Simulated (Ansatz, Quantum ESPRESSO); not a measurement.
YbIr2 (Fd-3m, 6 atoms in the cell) computed with different codes at matched settings

Self-consistent single point.

```yaml
crystal:
  lattice:
    - [0.00000, 3.76837, 3.76837]
    - [3.76837, 0.00000, 3.76837]
    - [3.76837, 3.76837, 0.00000]
  atoms:
    - { symbol: Yb, position: [0.00000, 0.00000, 0.00000] }
    - { symbol: Yb, position: [0.25000, 0.25000, 0.25000] }
    - { symbol: Ir, position: [0.12500, 0.62500, 0.62500] }
    - { symbol: Ir, position: [0.62500, 0.62500, 0.12500] }
    - { symbol: Ir, position: [0.62500, 0.12500, 0.62500] }
    - { symbol: Ir, position: [0.62500, 0.62500, 0.62500] }
```

All programs got the same cell, k-point mesh and kind of occupations (in Ansatz's words: kpoints.mp_grid.grid = 8 8 8; scf.occupations.method = gaussian; scf.occupations.width = 0.05 eV); potentials, basis and cutoffs are each program's usual ones.

```tsv
code	model	pressure (GPa)	cutoff
Ansatz	PBEsol, PAW files made with PBE	-6.57	420 eV
Quantum ESPRESSO	PBEsol, SSSP 1.1.2 efficiency (PBE) pseudopotentials	-6.75	50 Ry
```

The spread over the programs that give each value: pressure within 0.18 GPa.

The starting cell comes from a database of computed structures (which also holds hypothetical and non-ambient phases and stackings), without a prior relaxation at this level. On Ansatz's run: Spin-orbit coupling is off. Spin polarisation is off. With a pressure of about -6 GPa the cell is away from its equilibrium volume at this level.

**Question.** Why do the programs differ, and what cannot be compared?

**Answer.** Differences of this kind can come from the potentials, where these differ, and from what each basis and cutoff leave unconverged. The valence holds different numbers of electrons (Ansatz (a quantum-chemistry and plane-wave program) 116, Quantum ESPRESSO 108). The zero of total energies and Fermi levels follows the potentials and each program's conventions, so they are not compared here. Ansatz's pressure is given at a fixed set of plane waves, as the other plane-wave codes print theirs; with its correction for the finite basis it is -6.49 GPa.

Left out of this page: Elk and FLEUR (not drawn, or without a comparable value).

Keys are those of Ansatz 0.2.
